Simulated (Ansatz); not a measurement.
The starting structures come from a database of crystals and need not be the phases stable at ambient conditions.

Input:

```
K3S4Sb
1.0
    7.73265     0.00000     0.00000
    0.00000     7.82517     0.00000
    0.00000    -0.51515     7.80820
K Sb S
6 2 8
Direct
  0.98010   0.30268   0.69732
  0.48010   0.69732   0.30268
  0.48691   0.74452   0.81456
  0.98691   0.25548   0.18544
  0.48691   0.18544   0.25548
  0.98691   0.81456   0.74452
  0.48154   0.24278   0.75722
  0.98154   0.75722   0.24278
  0.84267   0.57368   0.42632
  0.34267   0.42632   0.57368
  0.77338   0.90775   0.09225
  0.27338   0.09225   0.90775
  0.15535   0.59479   0.04669
  0.65535   0.40521   0.95331
  0.15535   0.95331   0.40521
  0.65535   0.04669   0.59479
```

Space group of this cell: Cmc2_1. The cell is taken as given.

Transport runs along the normal of the first two printed cell vectors.

The gap is the functional's own, uncorrected, and κ follows it; spin-orbit coupling is left out. Mid-gap values are interpolated between the computed energies.

Q: Compute, with PBEsol (Ansatz, an electronic-structure program), the band gap and the smallest decay constant κ at mid-gap.

A: Gap 2.18 eV on a 4×4×4 mesh; κ = 0.246 1/Å, at the zone centre.
